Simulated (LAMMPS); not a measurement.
MD from the melt across the composition of Fe (bcc) with a share x of Fe sites P; all at 1720 K and zero pressure.

All values are model results, not measurements: classical MD, pair style eam/fs, file FeP_mm.eam.fs (LAMMPS).

| x | volume | state | enthalpy | self-diffusion coefficient of Fe (not corrected for cell size) | T (K) |
|---|---|---|---|---|---|
| 0.1 | 13.685 ± 0.005 Å³/atom | liquid | -3.1494 ± 0.0004 eV/atom | (3.34 ± 0.05) × 10^-5 cm²/s | 1720 |
| 0.2 | 14.87 ± 0.01 Å³/atom | liquid | -2.9546 ± 0.0006 eV/atom | (3.68 ± 0.04) × 10^-5 cm²/s | 1720 |
| 0.25 | 15.60 ± 0.02 Å³/atom | liquid | -2.859 ± 0.001 eV/atom | (3.91 ± 0.08) × 10^-5 cm²/s | 1720 |

Caution: the potential EAM-type FeP_mm.eam.fs is made for dilute P in Fe.

Caution: a run this short can hold a crystal over, or a liquid under, the potential's own melting point, which these runs don't give.

States go by the mean squared displacement: a species diffuses where it passes 1.5 Å², still rises and gives D over 1e-6 cm²/s; a crystal has left its structure where atoms lie 0.35 Å off their sites on average or a cubic box changes its shape by 3 %, or the axial ratios of another lie 8 % off the starting cell's, which the potential's own relaxation can also do.

Errors of D are the spread over four groups of atoms in one short run; a floor of about 5 %, a picked value, is safer.

Errors shown are sampling errors alone.
